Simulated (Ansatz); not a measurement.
Where the default PAW files enter, the runs use the earlier of Ansatz's two default sets.

Inside the gap of an insulator the Bloch states are evanescent, with a wavenumber k + iκ along the transport direction.

```xyz
12
Lattice="3.8080 0.0000 0.0000 -1.9040 3.2978 0.0000 0.0000 0.0000 18.6787" Properties=species:S:1:pos:R:3 pbc="T T T"
Zn     0.0000     2.1985    15.5642
Zn     1.9040     1.0993     6.2249
Zn     1.9040     1.0993    12.4561
Zn     0.0000     2.1985     3.1167
Zn     0.0000     0.0000     9.3382
Zn     0.0000     0.0000    18.6776
S      0.0000     2.1985    17.8965
S      1.9040     1.0993     8.5571
S      1.9040     1.0993    14.7881
S      0.0000     2.1985     5.4488
S      0.0000     0.0000    11.6763
S      0.0000     0.0000     2.3369
```

Space group of this cell: P6_3mc. The cell is taken as given; by LDA its mean pressure is -3.9 GPa.

Transport runs along the normal of the first two printed cell vectors, the (001) plane of the conventional cell.

No gap correction and no spin-orbit coupling; mid-gap values are interpolated between computed energies.

### Question
Give the band gap and the smallest decay constant κ at mid-gap that LDA (Ansatz, a program for electronic structure) yields.

### Answer
Gap 1.92 eV on a 12×12×2 mesh; κ = 0.133 1/Å, at the zone centre.
